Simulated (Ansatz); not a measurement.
# A computed series for GaN: response to strain

Take GaN in the wurtzite structure (space group P6_3mc, No. 186; a = 3.183 Å, c = 5.185 Å) as the base.

Strains are applied to the cell and any free atomic positions relax.

Method: PBEsol (Ansatz, an electronic-structure program; PAW; 420 eV plane waves; no SOC).

Notes on the quantities. energy relative to the base: free energy F.

```json
[
 {"isotropic strain (%)": "0", "energy relative to the base (meV/atom)": "0.0"},
 {"isotropic strain (%)": "0.6", "energy relative to the base (meV/atom)": "2.1"},
 {"isotropic strain (%)": "1.2", "energy relative to the base (meV/atom)": "?"},
 {"isotropic strain (%)": "1.8", "energy relative to the base (meV/atom)": "18.3"},
 {"isotropic strain (%)": "2.4", "energy relative to the base (meV/atom)": "32.0"},
 {"isotropic strain (%)": "3", "energy relative to the base (meV/atom)": "49.0"}
]
```

Q: Fit ΔE = Aε² + Bε³ (ε in %) to the rows shown and predict the withheld row.

A: Least squares on the printed values gives A = 5.97 and B = -0.17 meV/atom (largest residual 0.0 meV/atom); this predicts 8.3 meV/atom, and the run gives 8.3 meV/atom, in agreement.

Stability against distortions was not tested.
